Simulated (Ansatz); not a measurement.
Consider interstitial Si in 2H silicon carbide, charge state +2. The step: several atoms move together, Si the farthest; the atom moves 1.69 Å along (-0.25, -0.62, 0.03) of the unit cell; the moving atom starts with neighbours 3 C at 1.86; 3 Si at 2.32, 3 Si at 2.37 Å and ends with C at 1.77, 2 C at 1.91, C at 1.94; Si at 2.24 Å. A PBE band in Ansatz (plane-wave PAW, the Γ point alone, 72 host sites, 32 SCF runs with any check of the saddle's order, static, no finite-size correction) gives a forward barrier of 1.42 eV. The saddle point's order was not checked. The host's phase is taken as given; its stability against other phases was not computed. The charge state is imposed; whether it is stable for some Fermi level was not computed. Sites that were not tried may lie lower.

Single points at the band's start and saddle point can refine it. Rough cost of one point, in units of the band's mean SCF on the same machine:

```json
[
 {"Level": "PBE, a 2×2×2 k-point mesh shifted by half a step along c", "Cost of one point": "about 6"},
 {"Level": "r2SCAN at 500 eV, the Γ point alone", "Cost of one point": "about 4"}
]
```

Question: Which of these move the barrier by more than 0.1 eV, and how far does each move it?

Answer: Not one does. PBE, a 2×2×2 k-point mesh shifted by half a step along c: +0.02 eV; r2SCAN at 500 eV, the Γ point alone: +0.08 eV. Each functional is compared with PBE at the same k-points.

Ansatz is a quantum-chemistry and plane-wave program.
